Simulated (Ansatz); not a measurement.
TiC: response to strain

Take TiC in the rock salt structure (space group Fm-3m, No. 225; relaxed with 0.1 eV smearing) as the base.

```xyz
2
Lattice="0.0000 2.1467 2.1467 2.1467 0.0000 2.1467 2.1467 2.1467 0.0000" Properties=species:S:1:pos:R:3 pbc="T T T"
Ti     0.0000     0.0000     0.0000
C      2.1467     2.1467     2.1467
```

Cartesian axes are those of the cell as printed.

Strains are applied to the cell and any free atomic positions relax.

Calculations: Kohn–Sham DFT with the PBEsol functional, run in Ansatz (a first-principles code) with PAW and 420 eV plane waves, no SOC.

Notes on the quantities. energy relative to the base: free energy F; pressure: mean of the normal stresses, compression positive.

```csv
case,shortest interatomic distance,energy relative to the base,pressure
base,2.147 Å,0 meV/atom,0.0 GPa
uniaxial strain ε_zz = −2.50 %,2.093 Å,+12 meV/atom,7.5 GPa
uniaxial strain ε_zz = −1.50 %,2.114 Å,+4.1 meV/atom,?
uniaxial strain ε_zz = −1.00 %,?,+1.8 meV/atom,2.8 GPa
uniaxial strain ε_zz = +0.50 %,2.147 Å,+0.4 meV/atom,-1.3 GPa
uniaxial strain ε_zz = +1.00 %,2.147 Å,?,-2.6 GPa
uniaxial strain ε_zz = +1.50 %,2.147 Å,+3.6 meV/atom,-3.8 GPa
uniaxial strain ε_zz = +2.00 %,2.147 Å,+6.4 meV/atom,-4.9 GPa
uniaxial strain ε_zz = +2.50 %,2.147 Å,+9.8 meV/atom,?
uniaxial strain ε_zz = +3.00 %,2.147 Å,+14 meV/atom,-7.0 GPa
```

Problem. Fill in the withheld entries from the trend.

Solution. 
- uniaxial strain ε_zz = −1.50 %, pressure: 4.3 GPa
- uniaxial strain ε_zz = −1.00 %, shortest interatomic distance: 2.125 Å
- uniaxial strain ε_zz = +1.00 %, energy relative to the base: +1.6 meV/atom
- uniaxial strain ε_zz = +2.50 %, pressure: -6.0 GPa

Stability against distortions was not tested. The final runs are not spin-polarised.
